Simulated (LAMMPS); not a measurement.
SiO2 (stishovite, a high-pressure form) at 2160 K and zero pressure, started from the crystal, with several potentials, in cells of their own sizes.

Potentials compared:
- SiO.1990.vashishta: classical MD, pair style vashishta, file SiO.1990.vashishta (LAMMPS); P. Vashishta, R. K. Kalia, J. P. Rino, and I. Ebbsjo, Phys. Rev. B 41, 12197 (1990).
- SiO.1994.vashishta: classical MD, pair style vashishta, file SiO.1994.vashishta (LAMMPS); Nakano, Kalia, and Vashishta, J. Non-Crystal. Solids, v. 171, p. 157 (1994)
- ionic pair potential bks1990: classical MD, Buckingham potential of van Beest, Kramer and van Santen, Phys. Rev. Lett. 64, 1955 (1990), used with rigid ions (no shells), PPPM sums, short-range terms cut at 10 Å, modified for these runs by an r^-4 repulsive force inside the short-range force's maximum (LAMMPS)

| potential | state | volume | first peak of g(r), O-Si | coordination number of O by Si | mean phonon frequency | rough cost (ms per atom and simulated ps) |
|---|---|---|---|---|---|---|
| ionic pair potential bks1990 | crystal; no diffusion seen in 21 ps | 7.988 ± 0.002 Å³/atom | 1.75 Å, height 5.9 | 3.00 (counted to 2.58 Å) | 18.7 THz | 3 to 10 |
| SiO.1990.vashishta | solid that has left the starting structure; no diffusion seen in 30 ps | 13.278 ± 0.007 Å³/atom | 1.61 Å, height 12.3 | 1.99 (counted to 2.34 Å) | 18.9 THz | 3 to 10 |
| SiO.1994.vashishta | solid that has left the starting structure; no diffusion seen in 30 ps | 18.31 ± 0.10 Å³/atom | 1.61 Å, height 15.5 | - | 17.8 THz | 1 to 3 |

Costs are rough: whole-run CPU time with set-up and analysis, from shared machines, in bands a factor of about three wide.

Caution (row ionic pair potential bks1990): in nature this polymorph isn't the stable one over the whole range of temperature at this pressure, and short runs keep a crystal in its starting form.

Caution (row ionic pair potential bks1990): a run this short can hold a crystal over, or a liquid under, the potential's own melting point, which these runs don't give.

Caution: with SiO.1990.vashishta the 0 K volume of this crystal is 30 % off the measured one.

Caution (row SiO.1994.vashishta): enthalpy drifts during the constant-pressure average: a transition or slow ageing; fluctuation values are void.

Caution: with SiO.1994.vashishta the 0 K volume of this crystal is 40 % off the measured one.

States go by the mean squared displacement: a species diffuses where it passes 1.5 Å², still rises and gives D over 1e-6 cm²/s; a crystal has left its structure where atoms lie 0.35 Å off their sites on average or a cubic box changes its shape by 3 %, or the axial ratios of another lie 8 % off the starting cell's, which the potential's own relaxation can also do.

Errors shown are sampling errors alone.
